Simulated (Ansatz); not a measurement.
Take HfN in the rock salt structure (space group Fm-3m, No. 225; relaxed with 0.1 eV smearing) as the base.

```yaml
crystal:
  lattice:
    - [0.00000, 2.25092, 2.25092]
    - [2.25092, 0.00000, 2.25092]
    - [2.25092, 2.25092, 0.00000]
  atoms:
    - { symbol: N, position: [0.00000, 0.00000, 0.00000] }
    - { symbol: Hf, position: [0.50000, 0.50000, 0.50000] }
```

Cartesian axes are those of the cell as printed.

Computed with PBEsol (Ansatz, a program for electronic structure, PAW, no spin-orbit coupling).

For the base:

```
Item                Value
---------------  --------
Volume per atom  11.40 Å³
```

It is then changed as follows: biaxial strain −3.00 %, plane normal [001], relaxed out of plane (Cartesian); in-plane vectors clamped, the third vector and the atoms free.

Problem. How does this affect the energy relative to the base and volume per atom?

Solution. The energy increases by 51 meV/atom; the volume per atom decreases by 0.558 Å³, from 11.40 Å³ to 10.85 Å³.

No phonon test of stability was made. All final runs are without spin polarisation. An odd electron count without spin: HfN.
